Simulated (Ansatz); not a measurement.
The starting structures come from a database of crystals and need not be the phases stable at ambient conditions.

 Where the default PAW files enter, the runs use the earlier of Ansatz's two default sets.

Crystal: TiTl2F6 (P-3m1, not sure to be the ambient phase, 9 atoms a cell, 18.4 Å³ an atom, -4 GPa at this level); planes in its conventional cell.

The numbers are results of r2SCAN (plane waves, PAW; Ansatz, a first-principles code), not measurements.

The gap is the functional's own. No spin-orbit coupling. Mid-gap values are interpolated on the energy grid.

```
plane  area of the cell (Å²)  mid-gap κ (1/Å)  largest κ in the gap (1/Å)
-----  ---------------------  ---------------  --------------------------
(001)                   33.4             0.57                        0.57
(100)                   30.7              ___                         ___
```

### Question
The slowest decay depends on the direction. Supply the withheld values.

### Answer

- (100), mid-gap κ (1/Å): 0.42
- (100), largest κ in the gap (1/Å): 0.43
